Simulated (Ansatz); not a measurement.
Band structure of IrPd3 (I4/mmm, 4 atoms in the cell).

```xyz
4
Lattice="-1.9695 1.9695 3.8929 1.9695 -1.9695 3.8929 1.9695 1.9695 -3.8929" Properties=species:S:1:pos:R:3 pbc="T T T"
Pd     0.0000     1.9695     1.9464
Pd     1.9695     0.0000     1.9464
Pd     0.0000     0.0000     3.8929
Ir     0.0000     0.0000     0.0000
```

Method: LDA (PW92), PAW files made with PBE (plane waves; Ansatz, a program for electronic structure).

Settings: kpoints.mp_grid.grid = 8 8 8; hamiltonian.xc = lda; hamiltonian.pseudopotentials = {kind: paw} (the program's default PAW files); scf.occupations.method = gaussian; scf.occupations.width = 0.2 eV; kpoints.band_path.npoints = 8.

The starting cell comes from a database of computed structures (which also holds hypothetical and non-ambient phases and stackings), without a prior relaxation at this level. Spin-orbit coupling is off. Spin polarisation is off.

Levels in eV from the Fermi level, bands 33 to 40:
| point | 33 | 34 | 35 | 36 | 37 | 38 | 39 | 40 |
|---|---|---|---|---|---|---|---|---|
| Γ | -0.14 | 0.06 | 0.36 | 0.36 | 0.83 | 2.87 | 8.19 | 8.19 |
| X | -0.21 | 0.05 | 0.15 | 0.24 | 0.42 | 0.49 | 1.73 | 2.31 |
| Y | -1.32 | -0.87 | 0.03 | 0.08 | 0.53 | 0.68 | 1.90 | 2.49 |
| S | -1.08 | -0.91 | -0.90 | -0.47 | 0.46 | 1.00 | 1.31 | 6.71 |
| Z | -0.15 | 0.07 | 0.28 | 0.49 | 0.49 | 0.80 | 2.65 | 2.65 |
| S1 | -1.08 | -0.91 | -0.90 | -0.47 | 0.46 | 1.00 | 1.31 | 6.71 |
| N | -1.39 | -1.01 | -0.77 | -0.18 | 0.04 | 0.50 | 4.73 | 5.25 |
| P | -0.94 | -0.34 | -0.34 | -0.24 | 1.43 | 1.43 | 1.76 | 2.31 |
| Y1 | -1.32 | -0.87 | 0.03 | 0.08 | 0.53 | 0.68 | 1.90 | 2.49 |

Bands cross the Fermi level along this path, so the cell is metallic at this level.

Keys are those of Ansatz 0.2.
